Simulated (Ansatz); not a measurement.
The starting structures come from a database of crystals and need not be the phases stable at ambient conditions.

Inside the gap of an insulator the Bloch states are evanescent, with a wavenumber k + iκ along the transport direction.

Input:

```
CELL_PARAMETERS angstrom
      6.41894     0.00000     0.00000
      0.00000     6.95853     0.00000
     -3.10618     0.00000     3.20781
ATOMIC_POSITIONS crystal
  Be 0.19316 0.87297 0.15183
  Be 0.80684 0.37297 0.34817
  Be 0.30684 0.12703 0.76551
  Be 0.69316 0.62703 0.73449
  H  0.59438 0.92263 0.32010
  H  0.40562 0.42263 0.17990
  H  0.90562 0.07737 0.13134
  H  0.09438 0.57737 0.36866
  H  0.91261 0.71423 0.55317
  H  0.08739 0.21423 0.94683
  H  0.58739 0.28577 0.72795
  H  0.41261 0.78577 0.77205
  O  0.60952 0.44512 0.43453
  O  0.39048 0.94512 0.06547
  O  0.89048 0.55488 0.21549
  O  0.10952 0.05488 0.28451
  O  0.89729 0.77340 0.73691
  O  0.10271 0.27340 0.76309
  O  0.60271 0.22660 0.94233
  O  0.39729 0.72660 0.55767
```

Space group of this cell: P2_12_12_1. The cell is taken as given.

Transport runs along the normal of the first two printed cell vectors.

No gap correction and no spin-orbit coupling; mid-gap values are interpolated between computed energies.

Problem. Estimate the band gap and the smallest decay constant κ at mid-gap that Ansatz (a first-principles code) with r2SCAN returns for this system.

Solution. Gap 6.37 eV on a 10×6×10 mesh; κ = 0.494 1/Å, at the zone centre.
